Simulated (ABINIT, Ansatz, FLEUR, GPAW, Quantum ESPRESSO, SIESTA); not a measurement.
KMgH3 (Pm-3m, 5 atoms in the cell) computed with different codes at matched settings

Self-consistent single point.

```yaml
crystal:
  lattice:
    - [3.98810, 0.00000, 0.00000]
    - [0.00000, 3.98810, 0.00000]
    - [0.00000, 0.00000, 3.98810]
  atoms:
    - { symbol: K, position: [0.00000, 0.00000, 0.00000] }
    - { symbol: Mg, position: [0.50000, 0.50000, 0.50000] }
    - { symbol: H, position: [0.50000, 0.00000, 0.50000] }
    - { symbol: H, position: [0.00000, 0.50000, 0.50000] }
    - { symbol: H, position: [0.50000, 0.50000, 0.00000] }
```

Shared settings, as Ansatz (a first-principles code) writes them: kpoints.mp_grid.grid = 2 2 2; scf.occupations.method = fixed. Potentials and cutoffs stand in the table.

```tsv
code	model	pressure (GPa)	gap on the mesh (eV)	cutoff
GPAW	LDA (Perdew-Wang 92), GPAW PAW datasets LDA (gpaw-data 1.0.1)	-1.57	2.104	850 eV
Ansatz	LDA (PW92), PAW files made with PBE	-1.63	2.101	default
ABINIT	LDA (PW92), PAW (JTH v2.0 LDA PAW)	-1.41	2.106	30 Ha
Quantum ESPRESSO	LDA (PZ), GBRV 1.5 ultrasoft (LDA) pseudopotentials	-2.18	2.099	40 Ry
FLEUR	LDA (Perdew-Zunger), all-electron FLAPW (FLEUR), scalar-relativistic valence	–	2.101	Kmax 4.4 1/bohr
SIESTA	LDA PW92, numerical atomic orbitals TZP, PseudoDojo LDA standard norm-conserving potentials (rewritten from UPF to PSML)	-1.20	1.818	grid 400 Ry
```

A dash marks a value that a program does not give, or that is left out as unsure.

Gaps are read on the mesh.

The spread over the programs that give each value: pressure within 0.98 GPa; gap on the mesh within 0.288 eV.

SIESTA uses small atom-centred bases, whose incompleteness enters pressures, forces and empty levels differently from a plane-wave cutoff. FLEUR treats all electrons, but the usual bases taken here (sphere radii, linearisation, local orbitals, empty states) were not tested for convergence, so the values are no reference for the others. Ansatz's pressure is given at a fixed set of plane waves, as the other plane-wave codes print theirs; with its correction for the finite basis it is -1.56 GPa. The same LDA comes in different parametrisations, which differ slightly. In the gap, SIESTA (by 0.284) lies more than 0.12 eV from the median of the plane-wave programs.

On the base mesh (4 4 4) the same programs gave: Ansatz pressure -2.14 GPa, gap on the mesh 2.146 eV; Quantum ESPRESSO pressure -2.73 GPa, gap on the mesh 2.144 eV; ABINIT pressure -1.93 GPa, gap on the mesh 2.152 eV; GPAW pressure -2.08 GPa, gap on the mesh 2.149 eV; FLEUR gap on the mesh 2.146 eV; SIESTA pressure -1.80 GPa, gap on the mesh 1.872 eV.

The values differ from the base mesh's, so the mesh still matters here: the table compares the programs at equal settings.

The starting cell comes from a database of computed structures (which also holds hypothetical and non-ambient phases and stackings), without a prior relaxation at this level.

Left out of this page: CP2K (failed or unconverged); Elk (not drawn, or without a comparable value).

Keys are those of Ansatz 0.2.
